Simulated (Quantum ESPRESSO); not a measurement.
## Equation of state of Cu3Au-type Pt3Ti (space group 221): energy against volume (Quantum ESPRESSO, LDA)

```yaml
crystal:
  lattice:
    - [3.76754, 0.00000, 0.00000]
    - [0.00000, 3.76754, 0.00000]
    - [0.00000, 0.00000, 3.76754]
  atoms:
    - { symbol: Ti, position: [0.00000, 0.00000, 0.00000] }
    - { symbol: Pt, position: [0.00000, 0.50000, 0.50000] }
    - { symbol: Pt, position: [0.50000, 0.00000, 0.50000] }
    - { symbol: Pt, position: [0.50000, 0.50000, 0.00000] }
```

Method of the run: LDA (PZ), GBRV 1.5 ultrasoft (LDA) pseudopotentials (plane waves; Quantum ESPRESSO). Settings: ecutwfc = 65 Ry; ecutrho = 520 Ry; occupations = smearing; smearing = fermi-dirac; degauss = 0.0036749 Ry; potentials = {Ti: ti_lda_v1.4.uspp.F.UPF, Pt: pt_lda_v1.4.uspp.F.UPF}; K_POINTS = automatic 15 15 15 0 0 0; conv_thr = 1e-10 Ry. The cell above is the first row's. The rows scale it uniformly. In all rows fractional positions and the k mesh are held. E is the free energy at the stated smearing, counted from the lowest row.

```csv
V (Å^3/atom),E (meV/atom)
13.369,?
13.660,50.60
13.951,21.14
14.241,4.76
14.532,0.00
14.823,5.52
15.113,20.16
15.404,42.88
15.695,72.79
```

Question: Using the third-order Birch-Murnaghan form, a cubic in V^(-2/3), estimate the missing E at V = 13.369 from the other rows, showing the fit.

Answer: With u = V^(-2/3) - 0.167, the rows have u = 0.007998, 0.005556, 0.003205, 0.000925, -0.001280, -0.003406, -0.005473, -0.007476. Least squares gives E = 1.120 - 2153.62·u + 1017825·u² + 3140834·u³. Residuals (row less fit): -0.010, 0.027, -0.016, -0.001, -0.018, 0.021, 0.000, -0.005; standard error 0.022 (degrees of freedom: 4). Its minimum lies at u = 0.001053, so V0 = (0.168053)^(-3/2) = 14.52. There d²E/du² = 2055000 and d³E/du³ = 1.885e7, so B0 = (4/9) × 14.52^(-7/3) × 2055000 × 0.160218 = 285 GPa (the last factor turns the table's units into GPa), and B0' = 4 + (2/3) × 0.168053 × (1.885e7)/2055000 = 5.0. The program's pressures in the fitted runs (not shown) pass through zero at V = 14.50, 0.14 % from this V0. At the withheld row, u = 0.010528, so E = 1.120 - 2153.62 × 0.010528 + 1017825 × 0.010528² + 3140834 × 0.010528³ = 94.926 meV/atom. The calculation gives 94.79 meV/atom, 0.136 meV/atom below the prediction (0.1 % of the range of E in the table). The row lies outside the fitted rows, so this is an extrapolation. From the scatter of the fitted rows alone, a prediction at this place has a standard error of 0.065 meV/atom, so the miss is 2.1 times that.

Carrying the step between the two nearest rows on in a straight line would have given 80.06, off by 14.73; series whose last step already gives the withheld value aren't shown. The scan was laid around a cell of about the measured size, scaled by a guess for this functional. The runs keep the symmetry of the cell, so they don't test it for distortions. Spin polarisation is off. Spin-orbit coupling is off. Cutoffs and mesh are single choices, not tested for convergence of this quantity. Series with a scatter that would blur these digits, or in which a gap closes, are not shown. Nor are scans whose minimum lies at an end fitted in this form.
